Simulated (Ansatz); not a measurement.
Ansatz (a first-principles code) run on the (001) slab of RbMg6Zn (cut from a parent of space group no. 38; 16 atoms in the cell): self-consistent single point.

Level of theory: PBE (plane waves, PAW; Ansatz).

```
CELL_PARAMETERS angstrom
      5.21754     0.00000     0.00000
      0.00000     7.04106     0.00000
      0.00000     0.00000    27.05440
ATOMIC_POSITIONS crystal
  Rb 0.50000 0.50000 0.62211
  Rb 0.50000 0.00000 0.40521
  Mg 0.00000 0.21869 0.57844
  Mg 0.00000 0.78131 0.57844
  Mg 0.00000 0.50000 0.47656
  Mg 0.50000 0.24101 0.51261
  Mg 0.50000 0.75899 0.51261
  Mg 0.50000 0.50000 0.40219
  Mg 0.00000 0.71869 0.36153
  Mg 0.00000 0.28131 0.36153
  Mg 0.00000 0.00000 0.69347
  Mg 0.50000 0.74101 0.29570
  Mg 0.50000 0.25899 0.29570
  Mg 0.50000 0.00000 0.61910
  Zn 0.00000 0.50000 0.70430
  Zn 0.00000 0.00000 0.48739
```

Reference input (self-consistent single point, DFT, PBE, plane waves, default PAW files): kpoints.mp_grid.grid = 7 5 1; hamiltonian.xc = pbe; hamiltonian.pseudopotentials = {kind: paw} (the program's default PAW files); scf.occupations.method = methfessel_paxton; scf.occupations.width = 0.1 eV; efield.axis = 3; efield.dipole_correction = true. This run's input differs from it in these lines:

Ansatz 0.2 input:
```diff
@@ -31,3 +31,3 @@
 scf:
-  occupations: { method: methfessel_paxton, width: 0.1 }
+  occupations: { method: methfessel_paxton, width: 0.5 }
 output:
```

The program printed (abridged):

```
SCF iter   1: F=—  HF=-36251.810922 eV  |F-HF|=—  |Δ(HF+E_count)|=         —  Δρ=1.38e-3  dr2=5.32e-1  ethr=1.77e-3  p=-0.011 e·Å  D=-2.02e-3 V/Å  ΔV_dip=0.05 eV  dr2_dipole=1.31e-1  V_vac-E_F(+/−)=3.28/3.22 eV  ⟨swp⟩=11.8  Hψ=6812  notcnv=0
all-band conjugate gradients solve this SCF's bands
efield: sawtooth ramp at fractional position 0.9500 (placed from the atoms, in the widest stretch of the axis that holds none …
   [... lines left out ...]
SCF iter   8: F=—  HF=-36251.778779 eV  |F-HF|=—  |Δ(HF+E_count)|=   5.35e-8  S|Δr|=    0.00e0  Δρ=4.41e-6  dr2=1.42e-7  ethr=6.17e-11  p=0.009 e·Å  D=1.56e-3 V/Å  ΔV_dip=-0.04 eV  dr2_dipole=4.09e-10  V_vac-E_F(+/−)=3.38/3.43 eV  ⟨swp⟩=17.5  Hψ=6084  notcnv=0…
SCF iter   9: F=-36251.778779 eV  HF=-36251.778779 eV  |F-HF|=5.02e-10  |Δ(HF+E_count)|=   1.42e-8  S|Δr|=    0.00e0  Δρ=1.17e-6  dr2=1.70e-8  ethr=6.17e-11  p=0.009 e·Å  D=1.57e-3 V/Å  ΔV_dip=-0.04 eV  dr2_dipole=3.43e-10  V_vac-E_F(+/−)=3.38/3.43 [...]
SCF 1 converged in 9 iterations: F = -36251.778779 eV  dr2 = 1.70e-8
Stability not checked (fill_not_monotonic)
Free energy (F): -36251.778779 eV
Internal energy: -36251.718101 eV  (E = F + TS)
E sigma→0 (E₀):  -36251.763610 eV
Entropy (-TS):   -0.060678 eV (-3.792 meV/atom)
Fermi energy:    0.421251 eV
Dipole field:    D = 0.001581 V/Å  (p = 0.008683 e·Å, saw-weighted, corrected)
Work function:   Φ+ = 3.3847 eV   Φ− = 3.4275 eV
Levels:          The Fermi level and band energies are counted from a zero that moves with the ramp; work functions are not
--- Forces (eV/Å), atoms counted from 1 ---
   [... lines left out ...]
  atom  10  Mg     0.00000000     0.08171264    -0.03985284
  atom  11  Mg     0.00000000     0.00000000    -0.52235894
  atom  12  Mg     0.00000000    -0.05672259    -0.00330323
  atom  13  Mg     0.00000000     0.05672259    -0.00330323
  atom  14  Mg     0.00000000     0.00000000    -0.14131422
  atom  15  Zn     0.00000000     0.00000000     0.01720204
  atom  16  Zn     0.00000000     0.00000000     0.08272897
```

The run converged in 9 iterations. Against the reference run the free energy drops by 1.7 meV/atom and the largest force goes from 0.937 to 0.918 eV/Å.

The starting cell comes from a database of computed structures (which also holds hypothetical and non-ambient phases and stackings), without a prior relaxation at this level. The slab is cut from that crystal, and its faces are unrelaxed.

Cost on one core of a shared machine: roughly 90 s.
